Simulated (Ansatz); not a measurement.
Consider Lu in the hcp (Mg type) structure (space group P6_3/mmc, No. 194; a = 3.506 Å, c = 5.482 Å; relaxed with 0.1 eV smearing).

Method: PBE in Ansatz (plane waves to 420 eV, PAW, no SOC).

Strains are applied to the cell and any free atomic positions relax.

One change was made to it. Results:

| quantity | base | after |
|---|---|---|
| pressure (mean of the normal stresses, compression positive) | 0.0 GPa | -1.3 GPa |
| energy relative to the base (free energy F) | 0 meV/atom | +3.7 meV/atom |

Question: Which of these changes matches the shifts?
A. isotropic strain −1.50 %
B. isotropic strain +1.00 %
C. isotropic strain −0.50 %
D. isotropic strain +1.50 %

Answer: B, isotropic strain +1.00 %. For comparison, the energy relative to the base in the other runs: isotropic strain −1.50 % gives +8.8 meV/atom; isotropic strain −0.50 % gives +1.0 meV/atom; isotropic strain +1.50 % gives +8.2 meV/atom.

Stability against distortions was not tested.

Ansatz is a first-principles code.
